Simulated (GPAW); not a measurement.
Band structure of CdS (F-43m, 2 atoms in the cell).

```xyz
2
Lattice="0.0000 2.8835 2.8835 2.8835 0.0000 2.8835 2.8835 2.8835 0.0000" Properties=species:S:1:pos:R:3 pbc="T T T"
Cd     0.0000     0.0000     0.0000
S      1.4418     1.4418     1.4418
```

Method: PBE, GPAW PAW datasets PBE (gpaw-data 1.0.1) (plane waves; GPAW).

Settings: mode = pw; ecut = 550 eV; xc = PBE; kpts = 10 10 10; mesh shift (steps) = 0 0 0; occupations.name = fermi-dirac; occupations.width = 0 eV; nbands = -4; convergence.bands = -2; symmetry.symmorphic = false; symmetry.tolerance = 0.0005; maxiter = 150; bandpath_npoints = 40.

The starting cell comes from a database of computed structures (which also holds hypothetical and non-ambient phases and stackings), without a prior relaxation at this level. Its lattice was rescaled by a random factor within 2.5 % of one.

Problem. Predict the gap along the standard path and the places of the band edges.

Solution. The gap along the path is 1.20 eV, direct at Γ to within 0.01 eV.

Levels in eV from the top of the valence band on the SCF mesh, bands 6 to 13:
| point | 6 | 7 | 8 | 9 | 10 | 11 | 12 | 13 |
|---|---|---|---|---|---|---|---|---|
| Γ | -7.29 | 0.00 | 0.00 | 0.00 | 1.20 | 6.48 | 6.48 | 6.48 |
| X | -6.81 | -4.11 | -2.02 | -2.02 | 3.48 | 4.39 | 9.33 | 10.94 |
| W | -6.60 | -4.08 | -2.44 | -2.32 | 5.41 | 5.55 | 7.26 | 8.02 |
| K | -6.66 | -4.12 | -2.70 | -1.64 | 4.22 | 5.51 | 8.54 | 9.04 |
| L | -6.88 | -4.63 | -0.81 | -0.81 | 3.04 | 6.97 | 6.97 | 7.54 |
| U | -6.66 | -4.12 | -2.70 | -1.64 | 4.22 | 5.51 | 8.54 | 9.04 |
